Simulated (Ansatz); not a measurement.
# Rh in the fcc (Cu type) structure (space group Fm-3m, No. 225)

```
Rh
1.0
    0.00000     1.91503     1.91503
    1.91503     0.00000     1.91503
    1.91503     1.91503     0.00000
Rh
1
Direct
  0.00000   0.00000   0.00000
```

All numbers come from Kohn–Sham DFT with the PBE functional, run in Ansatz (a quantum-chemistry and plane-wave program) with PAW and 420 eV plane waves, without spin-orbit coupling. Γ-centred 21×21×21 mesh, Fermi–Dirac width 0.05 eV.

```yaml
volume_per_atom: 14.05 Å³
density: 12.17 g/cm³
band_gap: zero
total_energy: -6402.889 eV/atom (σ→0; compares only within this code and set-up)
```

Whether these cells are dynamically stable was not tested. All final runs are without spin polarisation.
